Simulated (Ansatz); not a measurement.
Start from HfTe$_{2}$ in the rutile structure (space group P4_2/mnm, No. 136; a = 6.9085 Å, c = 3.9209 Å; a hypothetical phase, not in the database extracts checked). Axes: x, y, z lie along a, b, c of the conventional cell.

Method: Ansatz (a program for electronic structure) PBEsol, no SOC.

Before the change:

| Item | Result |
|---|---|
| Volume per atom | 31.19 Å³ |
| Pressure | 0.0 GPa |
| Band gap | zero |

Perturbation: biaxial strain +1.83 %, plane normal [001], relaxed out of plane (Cartesian); in-plane vectors clamped, the third vector and the atoms free.

Problem. How does this affect the volume per atom, pressure and band gap?

Solution. The volume per atom grows by 0.51 Å³ (31.19 Å³ → 31.70 Å³); the pressure (mean of the normal stresses, compression positive) goes from zero to -1.1 GPa; the band gap stays zero.

With Hf and Te present, leaving out spin-orbit coupling can change the band edges. Whether these cells are dynamically stable was not tested. The final runs are not spin-polarised. A zero or small gap of HfTe2 can be the functional's error rather than a property of the material.
